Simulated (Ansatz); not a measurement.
**NaI: band gap against strain**

NaI (rock salt, Fm-3m, 32.800 Å³/atom at rest) under an equal strain ε in the (111) plane with the normal axis free, as in a coherent film. PBEsol in Ansatz, a plane-wave DFT program (PAW, default set), 420 eV, 9×9×9 Γ-centred mesh, Fermi-Dirac smearing 0.05 eV; ions are relaxed within the symmetry of each cell. Gaps are the smallest over the k-mesh and a band path, without spin-orbit coupling; in all rows the valence edge lies at Γ and the conduction edge at Γ.

Here s stands for strain and Eg for gap.

| strain (%) | gap (eV) |
|---|---|
| -2.50 | ? |
| -1.25 | 3.587 |
| -0.83 | 3.590 |
| -0.42 | 3.593 |
| 0.00 | 3.596 |

Taking a straight line for Eg over the 4 complete rows: Means: s -0.62500, Eg 3.5915. About the means, the sum of products is 0.0062400 and the sum of squares of s is 0.86530; the slope is their ratio. Least squares gives Eg = 3.5960 + 0.00721·s. Residuals (row less fit): 0.0000, 0.0000, 0.0000, 0.0000; standard error 0.0000 (degrees of freedom: 2). Over these rows the gap moves by 0.72 ± 0.03 eV per unit strain.

Q: Predict the withheld Eg at s = -2.50 from the fit, and compare with the calculation.

A: Eg = 3.5960 + 0.00721 × (-2.50) = 3.5780 eV. The calculation gives 3.568 eV, 0.0100 eV below the prediction (35.7 % of the range of Eg in the table). The row lies outside the fitted rows, so this is an extrapolation. The fitted rows scatter only by rounding.

One order more, fitted to all 7 runs of the series, follows each within 0.001, so the miss is the next term of a smooth law. Spin-orbit coupling is left out, which can shift this property for NaI. Rows are the converged runs of the series near zero and its far end; series whose fitted rows scatter by over a few per cent of the range, as at a crossing or softening among them, aren't shown in this form. Most that stay on the fit to the last digits aren't either.
